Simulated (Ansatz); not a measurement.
By LDA, the system below comes out a metal.

The ballistic (Sharvin) conductance counts the channels at the Fermi level: G/A = (e²/h) × channels of both spins per area.

Data:

```
CELL_PARAMETERS angstrom
      2.94955     0.00000     0.00000
     -1.47477     2.55438     0.00000
      1.47477     0.85146     2.40830
ATOMIC_POSITIONS crystal
  Au 0.00000 0.00000 0.00000
```

The cell is taken as given; by LDA it stands under a pressure of -13.5 GPa.

The current flows along the normal of the first two printed cell vectors, the (111) plane of the conventional cell. No spin-orbit coupling; the value is a mean over 0.1 eV about the Fermi level.

**Question.** Compute, with LDA (Ansatz, a quantum-chemistry and plane-wave program), the ballistic conductance per area.

**Answer.** 0.82 × 10¹⁵ S/m² for both spins.
